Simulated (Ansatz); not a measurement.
Base system: BeS in the zinc blende structure (space group F-43m, No. 216; a = 4.7964 Å). Axes: x, y, z lie along the cube axes.

Level of theory: Kohn–Sham DFT with the LDA functional, run in Ansatz (an electronic-structure program) with PAW and 420 eV plane waves, no SOC.

Base values:

Valence-band top at Γ: 0.00, 0.00, 0.00 eV

It is then changed as follows: tensor shear ε_xy = +1.43 % (engineering shear γ = 0.0286), atoms relaxed at fixed cell.

Question: Predict the new energy relative to the base and valence-band top at Γ.

Answer: The energy increases by 3.1 meV/atom; the valence-band top at Γ (three highest levels, from the VBM) becomes 0.00, -0.13, -0.24 eV (base: 0.00, 0.00, 0.00 eV).

The levels and masses belong to the bands next to the band gap. The cells carry an imposed strain or load. No phonon test of stability was made.
